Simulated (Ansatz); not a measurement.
Cell of bcc V (1 1 1) on zinc-blende CuI (1 1 1) (film strained to the substrate, started from cuts of the bulks and a machine-learned relaxation; slabs Cu4I4 and V12, which can lie off the formulas), relaxed at this level with a, b, gamma of the cell held:

```xyz
20
Lattice="4.2988 -0.0005 0.1219 -2.1508 3.7217 0.0977 1.2977 0.1934 25.3411" Properties=species:S:1:pos:R:3 pbc="T T T"
Cu    -0.3338     1.3962     0.4516
Cu    -0.3938     3.6750     4.5879
Cu     1.6635     2.2867     8.0635
Cu    -0.5792     0.8900    11.4546
I     -0.3585     3.8090     1.9286
I      1.7318     2.3987     5.4346
I     -0.5107     1.0080     8.8247
I      1.5421    -0.3883    12.3349
V      1.3205     1.9575    16.0365
V      3.5066     3.2253    15.3942
V      3.4158     3.1326    17.7560
V      3.4443     0.6909    16.7219
V      3.3703     0.5824    19.2966
V      1.2415     1.8582    18.4540
V      1.1780     1.7548    20.9292
V      3.3479     3.0270    20.2664
V      3.2666     2.9233    22.8276
V      3.2947     0.4787    21.8491
V      3.1898     0.3931    24.2901
V      1.0908     1.6594    23.3583
```

Calculation: PBE (plane waves to 420 eV, PAW; Ansatz, a quantum-chemistry and plane-wave program). No spin–orbit coupling; the runs are not spin-polarised. Its k-point mesh 8×8×1, Fermi–Dirac width 0.05 eV.

### Question
Give the plane-averaged electrostatic potential energy of an electron along the normal (the smooth PAW potential), about its mean over the cell.

### Answer
```
z (Å) | V (eV)
    0.000 | ################ 1.32
    0.281 | ############# -0.05
    0.421 | ############ -0.35
    0.702 | ############ -0.40
    0.842 | ############ -0.30
    1.123 | ############## 0.42
    1.263 | ############### 0.96
    1.544 | ################## 2.03
    1.684 | ################### 2.47
    1.965 | ################### 2.58
    2.105 | ################### 2.42
    2.386 | #################### 2.83
    2.526 | ###################### 3.65
    2.807 | ########################### 5.83
    2.947 | ############################# 6.56
    3.228 | ############################## 6.97
    3.368 | ############################# 6.80
    3.649 | ########################## 5.44
    3.789 | ####################### 4.02
    4.070 | ############## 0.53
    4.210 | ########## -1.14
    4.491 | ### -3.89
    4.632 | ## -4.41
    4.912 | ###### -2.89
    5.053 | ######### -1.28
    5.333 | ############### 1.11
    5.474 | ################ 1.41
    5.754 | ################# 1.68
    5.895 | ################## 2.22
    6.175 | ####################### 4.38
    6.316 | ########################## 5.51
    6.596 | ############################# 6.65
    6.737 | ############################# 6.73
    7.017 | ############################ 6.07
    7.158 | ######################### 5.08
    7.439 | ################# 1.89
    7.579 | ############# 0.23
    7.860 | ###### -2.74
    8.000 | ### -3.82
    8.281 | ### -3.76
    8.421 | ###### -2.51
    8.702 | ############## 0.51
    8.842 | ################ 1.29
    9.123 | ################# 1.57
    9.263 | ################# 1.75
    9.544 | ##################### 3.22
    9.684 | ######################## 4.43
    9.965 | ############################ 6.32
   10.105 | ############################# 6.69
   10.386 | ############################# 6.60
   10.526 | ############################ 6.11
   10.807 | ###################### 3.64
   10.947 | ################# 1.93
   11.228 | ######### -1.28
   11.368 | ###### -2.72
   11.649 | ## -4.21
   11.789 | ### -3.73
   12.070 | ########### -0.86
   12.210 | ############## 0.55
   12.491 | ################# 1.61
   12.631 | ################# 1.69
   12.912 | ################### 2.48
   13.053 | ##################### 3.45
   13.333 | ########################### 5.82
   13.474 | ############################# 6.58
   13.754 | ############################## 7.05
   13.895 | ############################## 6.91
   14.175 | ########################### 5.93
   14.316 | ######################### 4.87
   14.596 | ################## 2.17
   14.737 | ############### 1.03
   15.017 | ########## -0.97
   15.158 | ####### -2.25
   15.438 | ## -4.44
   15.579 | # -4.90
   15.860 |  -5.13
   16.000 |  -5.13
   16.281 |  -4.98
   16.421 | ## -4.51
   16.702 | #### -3.54
   16.842 | #### -3.56
   17.123 | #### -3.53
   17.263 | ##### -3.00
   17.544 | ###### -2.72
   17.684 | #### -3.36
   17.965 | ### -4.03
   18.105 | #### -3.70
   18.386 | ##### -3.25
   18.526 | #### -3.64
   18.807 | ### -3.93
   18.947 | #### -3.46
   19.228 | ###### -2.89
   19.368 | #### -3.36
   19.649 | ### -3.90
   19.789 | #### -3.57
   20.070 | #### -3.39
   20.210 | ### -3.87
   20.491 | ## -4.14
   20.631 | #### -3.63
   20.912 | ###### -2.88
   21.052 | ##### -3.20
   21.333 | #### -3.39
   21.473 | ###### -2.87
   21.754 | ####### -2.39
   21.895 | ##### -3.07
   22.175 | ## -4.18
   22.316 | ## -4.26
   22.596 | ## -4.50
   22.737 | # -4.82
   23.017 | # -4.86
   23.158 | ## -4.43
   23.438 | ### -3.89
   23.579 | ### -3.87
   23.859 | ###### -2.83
   24.000 | ######### -1.67
   24.280 | ############# 0.25
   24.421 | ############### 0.85
   24.702 | ################## 2.14
   24.842 | ################### 2.68
   25.123 | ################## 2.22
```
